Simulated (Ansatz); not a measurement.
System: RbSnF3 (model structure, started from the CsGeCl3 type, R3m, No. 160, 5 atoms in the cell). Method: G0W0@PBEsol+SOC (plane waves, hard PAW, contour deformation, complete-basis limit, spin–orbit shift from PBEsol; Ansatz, a quantum-chemistry and plane-wave program).

Settings: largest k mesh 4×4×4 (not extrapolated in the mesh).

Cell (relaxed with PBEsol):

RbSnF$_{3}$ is taken in the trigonal space group R3m, hexagonal axes (No. 160), Pearson symbol hR5. Cell: a = b = 6.9922 Å, c = 7.3985 Å, α = β = 90.00°, γ = 120.00°. Rb on 3a sees 3 F at 2.850 Å and 9 F at 3.521–3.540 Å. Sn on 3a has 3 F at 2.115 Å (trigonal pyramidal). F on 9b has 1 Sn at 2.115 Å and 1 Rb at 2.850 Å and 3 Rb at 3.521–3.540 Å (no clear gap to further neighbours). (Neighbours: up to the widest gap in distance over summed covalent radii, below 1.35, at either atom; cation-cation and far metal-metal contacts left out.)
(The calculation used a cell of 5 atoms; values per cell refer to that cell.)

Task: Predict the band gap.

Result: 
- band gap = 5.45 eV

Note: filled d or f shells below the valence bands can shift G0W0 gaps through exchange with them, which wasn't tested here; spin–orbit coupling enters as the shift of the gap found with a semilocal functional; the relaxation could raise the start's symmetry but not lower it, so the cell can be a saddle point.

The computed numbers hold no vibrational or temperature effects.

The result took very roughly 2.2 core-hours.

A model structure was made by putting elements into a prototype or built by hand; it is no filed structure, need not be a known phase, and can be a saddle point held by its symmetry.
